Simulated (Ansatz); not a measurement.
Structures of equal composition on the (110) surface of bcc Ta: a layer of Mo in place of the second plane; a layer of Mo in place of the third plane. The slabs share one bottom face, and each structure is named by its start. These are constructed structures in small cells; real faces may alloy, dewet or reconstruct in larger ones, and not all known structures of the face are among them. Slabs of about 11 Å with all that they carry, Fermi-Dirac smearing of 0.1 eV. Bottom of the slabs: a bare face, its two planes held. Relaxed from the named starts with such symmetry as they have, on meshes of like density; energies extrapolated to zero smearing; no spin-orbit coupling, no U. Spin-polarised runs, if any, are marked in brackets, and their order is one that fits the cell; the others ran without spin.

All values below come from PBE (plane waves to 420 eV, PAW; Ansatz, a program for electronic structure).

Put the candidates in order of energy per 1x1 cell, lowest first, for PBE.

a layer of Mo in place of the third plane (0.000 eV), a layer of Mo in place of the second plane (0.077 eV)
